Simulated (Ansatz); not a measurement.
**Defect calculation: Zn on the Al site (Zn_Al) in metastable zinc-blende AlN**

All values below come from PBE, PAW (plane waves to 420 eV; Ansatz, a quantum-chemistry and plane-wave program). Cell: 64 sites, 2×2×2; final energies on a 2×2×2 shifted mesh. Site at the start: the Al site. Finite-size correction: monopole term and site-potential alignment. Dielectric constants: PBE linear response of the host. Host gap at this level: 3.31 eV. A cell of this size leaves errors of a few tenths of an eV. Levels are measured in PBE's own, too narrow, gap. Spin–orbit coupling is left out. Each state is the lowest found from its start.

| charge | moment (μB) | largest move off a lattice site (Å) | image correction with alignment (eV) |
|---|---|---|---|
| +1† | not spin-polarised | 0.11 | 0.20 |
| 0† | 1.0 | 0.12 | 0.00 |
| −1 | not spin-polarised | 0.13 | 0.18 |

† Not settled in this cell, so no level is given: charge +1: a level filled in part, carriers not clearly localised, level within 0.1 eV of a band edge or past it; charge 0: a level filled in part.
